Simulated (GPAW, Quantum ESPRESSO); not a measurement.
A Quantum ESPRESSO input for a self-consistent single point of Li3Rh (P1, 4 atoms in the cell) (DFT, PBEsol, plane waves, PseudoDojo standard norm-conserving (PBESOL) pseudopotentials):

```fortran
&CONTROL
    calculation = 'scf',
    prefix = 'run',
    outdir = './out',
    pseudo_dir = './',
    verbosity = 'high',
    tprnfor = .true.,
    tstress = .true.,
/
&SYSTEM
    ibrav = 0,
    nat = 4,
    ntyp = 2,
    ecutwfc = 90,
    occupations = 'smearing',
    smearing = 'fermi-dirac',
    degauss = 0.0073499,
/
&ELECTRONS
    conv_thr = 1e-10,
    mixing_beta = 0.4,
/
ATOMIC_SPECIES
Li     6.9400  Li.upf
Rh   102.9055  Rh.upf
CELL_PARAMETERS {angstrom}
   0.00000000     2.98141000     2.98141000
   2.98141000     0.00000000     2.98141000
   2.98141000     2.98141000     0.00000000
ATOMIC_POSITIONS {angstrom}
Li    1.41354909    1.52960644    1.48067255
Li    4.53810851    4.41538175    4.42107326
Li    3.00850207    3.00244981    3.01836756
Rh   -0.01592669   -0.00320800    0.02411364
K_POINTS {automatic}
5 5 5  0 0 0
```

Question: Write the same calculation as an input for GPAW.

Answer: This is the input that was run; spellings and numerical settings could be chosen otherwise.

```python
from ase import Atoms
from ase.units import GPa
from gpaw import GPAW

atoms = Atoms(['Li', 'Li', 'Li', 'Rh'],
              cell=[[0.000000, 2.981410, 2.981410],
                    [2.981410, 0.000000, 2.981410],
                    [2.981410, 2.981410, 0.000000]],
              scaled_positions=[[0.267781, 0.228854, 0.245267],
                                [0.720858, 0.762022, 0.760113],
                                [0.505183, 0.507213, 0.501874],
                                [0.006177, 0.001911, -0.007253]],
              pbc=True)

calc = GPAW(mode={'name': 'pw', 'ecut': 600},
            xc='PBEsol',
            kpts=(5, 5, 5),
            occupations={'name': 'fermi-dirac', 'width': 0.1},
            nbands=-6,
            convergence={'density': 1e-05, 'energy': 1e-05, 'bands': -4},
            symmetry={'symmorphic': False, 'tolerance': 0.0005},
            maxiter=100)

atoms.calc = calc

energy = atoms.get_potential_energy()
print('Energy (eV):', round(energy, 6))
forces = atoms.get_forces()
print('Forces (eV/Ang):')
print(forces.round(5))
stress = atoms.get_stress()
print('Stress (GPa, Voigt):', (stress / GPa).round(4))
```

Basis settings and potentials, where a program has them, do not carry over. This input uses DFT PBEsol, plane waves, GPAW PAW datasets PBEsol (made by gpaw-setup).

The starting cell comes from a database of computed structures (which also holds hypothetical and non-ambient phases and stackings), without a prior relaxation at this level. For this run, on top of that: atoms moved at random.
